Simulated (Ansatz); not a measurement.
The parent structure is a 16-atom supercell of InAs in the zinc blende structure (space group F-43m, No. 216; a = 6.186 Å) at its relaxed geometry.

Level of theory: Ansatz (a quantum-chemistry and plane-wave program) PBE, without spin-orbit coupling.

Base values:

* **Mean distance from the defect site to its nearest host atoms**: 2.68 Å

The change: a neutral Tl on a In site, atoms relaxed at fixed cell, starting from a slightly rattled geometry.

Tabulated Pauling electronegativity and covalent radius: In 1.78, 1.42 Å; Tl 1.62, 1.45 Å.

Question: What happens to the mean distance from the defect site to its nearest host atoms?

Answer: The mean distance from the defect site to its nearest host atoms grows by 0.04 Å, from 2.68 Å to 2.72 Å.

Question: Predict the new largest displacement of a host atom from its site in the perfect cell.

Answer: The largest displacement of a host atom from its site in the perfect cell comes out as 0.04 Å.

The cell is small, so the values are those of an ordered compound at a high defect concentration; dilute-limit values will differ. The final runs are not spin-polarised. The defect cell is not spin-polarised.
